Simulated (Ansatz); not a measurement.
We consider spinel FeAl2O4, described by rVV10 (Ansatz, a quantum-chemistry and plane-wave program, PAW).

Run with plane-wave cutoff 520 eV, 12×12×12 k mesh, Fermi–Dirac smearing 0.05 eV, spin-polarised with parallel moments, scalar-relativistic PAW data made under PBE.

Computed points:

```csv
V (Å³/atom),E − E_lowest (meV/atom),P (GPa)
9.550,10.04,8.37
9.749,2.42,3.97
9.948,0.00,0.00
10.147,2.26,-3.58
10.346,8.75,-6.81
```

Estimate the bulk modulus from the pressures at 9.749 and 10.147 Å³/atom, and compare it with a fit to all energies.

B = −V dP/dV. Between V = 9.749 and 10.147 Å³/atom, dP/dV = (-3.58 − (3.97))/(10.147 − 9.749) = -19.0 GPa per Å³/atom; at the midpoint 9.948 Å³/atom this gives B ≈ 189 GPa. The third-order Birch–Murnaghan fit gives V0 = 9.948 Å³/atom, B0 = 188 GPa, B′ = 4.2, which lies within 1 % of that estimate.

Note: the magnetic order was assumed, not searched for or taken from measurement; functionals without U or exact exchange can leave correlated insulators metallic, so the missing gap need not be real.

Computed values are for the static lattice.
